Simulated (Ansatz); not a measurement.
# What Sb vacancy, symmetric start does to InSb

Consider a 16-atom supercell of InSb in the zinc blende structure (space group F-43m, No. 216; a = 6.635 Å) at its relaxed geometry.

One thing is altered: one Sb atom is removed, atoms relaxed at fixed cell.

The values are results of Ansatz (a quantum-chemistry and plane-wave program), PBE, PAW, cutoff 420 eV, spin-orbit coupling left out, not measurements. k-mesh 5×5×5 (Γ-centred); smearing 0.05 eV (Fermi–Dirac).

The pressure goes from zero to -0.5 GPa and the energy gained by relaxation amounts to 0.04 eV. The mean distance from the defect site to its nearest host atoms falls by 0.09 Å (2.87 Å → 2.78 Å).

Cost of the whole job for the changed cell (relaxation, final SCF and bands): roughly 3 core-minutes.

In so small a cell the defect repeats every few ångströms: this is an ordered compound, not a dilute defect. The defect started on the symmetric site and kept its symmetry, so it may sit on a saddle. All final runs are without spin polarisation. The defect cell is not spin-polarised.
